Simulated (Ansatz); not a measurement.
SrHfO3 (I4/mcm, No. 140, 10 atoms in the cell; start mp-3721; a measured phase of this formula has another space group)

All values below come from LDA (Ansatz, a quantum-chemistry and plane-wave program, PAW).

Settings: plane-wave cutoff 520 eV, 8×8×8 k mesh, Fermi–Dirac smearing 0.01 eV, scalar-relativistic PAW data made under PBE.

Cell (relaxed at this level):

HfSrO3 is taken in the tetragonal space group I4/mcm (No. 140), Pearson symbol tI20. Conventional cell: a = 5.653 Å, b = 5.653 Å, c = 8.207 Å, α = 90.00°, β = 90.00°, γ = 90.00°. Sr on 4b sees 4 O at 2.554 Å and 4 O at 2.827 Å and 4 O at 3.216 Å. Hf on 4c sees 6 O at 2.052–2.055 Å (octahedral). O1 on 8h sees 2 Hf at 2.055 Å and 2 Sr at 2.554 Å and 2 Sr at 3.216 Å. O2 on 4a is coordinated by 2 Hf at 2.052 Å and 4 Sr at 2.827 Å (octahedral). (Neighbours: up to the widest gap in distance over summed covalent radii, below 1.35, at either atom; cation-cation and far metal-metal contacts left out.)
(The calculation used a cell of 10 atoms; values per cell refer to that cell.)

```json
{
  "band_gap": "4.05 eV"
}
```

Spin–orbit coupling is not included.

Static lattice: no zero-point or thermal effects.

A start named mp-… is a Materials Project structure, which need not be a measured phase.
